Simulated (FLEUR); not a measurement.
# Equation of state of CsCl-type PdIn (space group 221): energy against volume (FLEUR, LDA)

```yaml
crystal:
  lattice:
    - [3.12360, 0.00000, 0.00000]
    - [0.00000, 3.12360, 0.00000]
    - [0.00000, 0.00000, 3.12360]
  atoms:
    - { symbol: In, position: [0.50000, 0.50000, 0.50000] }
    - { symbol: Pd, position: [0.00000, 0.00000, 0.00000] }
```

Level of theory: FLEUR with LDA (Perdew-Zunger), all-electron FLAPW (FLEUR), scalar-relativistic valence. Settings: Kmax = 4.79 1/bohr; GmaxXC = 19.2 1/bohr; xcFunctional = pz; jspins = 1; l_soc = F; mode = hist; fermiSmearingEnergy = 0.00183747 Htr; mesh (inpgen div1-3) = 18 18 18; inpgen gamma flag = true; Gmax = 19.2 1/bohr; numbands = 0; maxIterBroyd = 25; imix = Anderson; alpha = 0.05; precondParam = 0; minDistance = 1e-05 me/bohr^3. The cell above is the first row's. The rows scale it uniformly. In all rows fractional positions and the k mesh are held. E is the free energy at the stated smearing, counted from the lowest row.

| V (Å^3/atom) | E (meV/atom) |
|---|---|
| 15.238 | ? |
| 15.570 | 37.60 |
| 15.901 | 17.07 |
| 16.232 | 4.88 |
| 16.563 | 0.00 |
| 16.895 | 1.53 |
| 17.226 | 8.64 |
| 17.557 | 20.63 |
| 17.888 | 36.84 |

Fit E of the 8 rows that show it with the third-order Birch-Murnaghan form, a cubic in V^(-2/3). With u = V^(-2/3) - 0.153, the rows have u = 0.007377, 0.005143, 0.002986, 0.000901, -0.001122, -0.003074, -0.004964, -0.006796. Least squares gives E = -0.063 - 595.23·u + 740933·u² + 4324823·u³. Residuals (row less fit): -0.004, 0.008, -0.001, -0.005, -0.001, -0.003, 0.010, -0.005; standard error 0.008 (degrees of freedom: 4). Its minimum lies at u = 0.000400, so V0 = (0.153400)^(-3/2) = 16.64. There d²E/du² = 1492000 and d³E/du³ = 2.595e7, so B0 = (4/9) × 16.64^(-7/3) × 1492000 × 0.160218 = 150 GPa (the last factor turns the table's units into GPa), and B0' = 4 + (2/3) × 0.153400 × (2.595e7)/1492000 = 5.8.

Question: What does the fit predict for E at V = 15.238, and how far is the calculated value from it?

Answer: u = 0.009698, so E = -0.063 - 595.23 × 0.009698 + 740933 × 0.009698² + 4324823 × 0.009698³ = 67.795 meV/atom. The calculation gives 67.61 meV/atom, 0.185 meV/atom below the prediction (0.3 % of the range of E in the table). The row lies outside the fitted rows, so this is an extrapolation. From the scatter of the fitted rows alone, a prediction at this place has a standard error of 0.023 meV/atom, so the miss is 8.1 times that.

Carrying the step between the two nearest rows on in a straight line would have given 58.19, off by 9.42; series whose last step already gives the withheld value aren't shown. The scan was laid around a cell of about the measured size, scaled by a guess for this functional. The runs keep the symmetry of the cell, so they don't test it for distortions. Spin polarisation is off. Values depend on the basis (sphere radii, cutoffs, local orbitals), which need not be converged. Cutoffs and mesh are single choices, not tested for convergence of this quantity. Series with a scatter that would blur these digits, or in which a gap closes, are not shown. Nor are scans whose minimum lies at an end fitted in this form.

Terms beyond the fitted order, or numerical noise in single rows, can give a miss of this size; the table doesn't tell which.
